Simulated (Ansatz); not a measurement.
Results of PBEsol (Ansatz, an electronic-structure program, plane waves, PAW) for B₂CO (model structure, P-4m2, No. 115, 4 atoms in the cell).

Run with plane-wave cutoff 520 eV, 12×12×10 k mesh (along the axes of the cell as run), Fermi–Dirac smearing 0.01 eV, scalar-relativistic PAW data made under PBE.

Cell (relaxed at this level):

```xyz
4
Lattice="2.6447 0.0000 0.0000 0.0000 2.6447 0.0000 0.0000 0.0000 3.6511" Properties=species:S:1:pos:R:3 pbc="T T T"
B      0.0000     1.3224     0.8375
B      1.3224     0.0000     2.8137
C      0.0000     0.0000     0.0000
O      1.3224     1.3224     1.8256
```

**Question.** What does this level give for the band gap and smallest direct gap on the k points sampled?

**Answer.** 
band gap: 1.57 eV (indirect)
smallest direct gap on the k points sampled: 2.31 eV

Note: the relaxation could raise the start's symmetry but not lower it, so the cell can be a saddle point.

The computed numbers hold no vibrational or temperature effects.

The result took about 8 core-seconds (a rough figure).

A model structure was made by putting elements into a prototype or built by hand; it is no filed structure, need not be a known phase, and can be a saddle point held by its symmetry.
